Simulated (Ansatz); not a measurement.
The starting structures come from a database of crystals and need not be the phases stable at ambient conditions.

Tunnelling through a barrier is set by its complex band structure: the current falls as exp(−2κd) with the smallest κ.

Here is the system:

```
CELL_PARAMETERS angstrom
      5.77199     0.00000     0.00000
     -0.01004     8.12851     0.00000
      0.00000     0.00000     5.75153
ATOMIC_POSITIONS crystal
  Sr 0.49729 0.25104 0.48936
  Sr 0.50271 0.74896 0.51064
  Sr 0.00271 0.24896 0.98936
  Sr 0.99729 0.75104 0.01064
  Sc 0.00000 0.50000 0.50000
  Sc 0.50000 0.00000 0.00000
  Sb 0.50000 0.50000 0.00000
  Sb 0.00000 0.00000 0.50000
  O  0.23958 0.47157 0.22724
  O  0.76042 0.52843 0.77276
  O  0.26042 0.02843 0.72724
  O  0.73958 0.97157 0.27276
  O  0.22608 0.02671 0.23738
  O  0.77392 0.97329 0.76262
  O  0.27392 0.47329 0.73738
  O  0.72608 0.52671 0.26262
  O  0.55300 0.25610 0.00502
  O  0.44700 0.74390 0.99498
  O  0.94700 0.24390 0.50502
  O  0.05300 0.75610 0.49498
```

Space group of this cell: P2_1/c. The cell is taken as given; by r2SCAN its mean pressure is -5.4 GPa.

Transport runs along the normal of the first two printed cell vectors.

No gap correction and no spin-orbit coupling; mid-gap values are interpolated between computed energies.

Problem. State the band gap and the smallest decay constant κ at mid-gap according to r2SCAN run with Ansatz (a program for electronic structure).

Solution. Gap 4.14 eV on a 6×4×6 mesh; κ = 0.349 1/Å, at the zone centre.
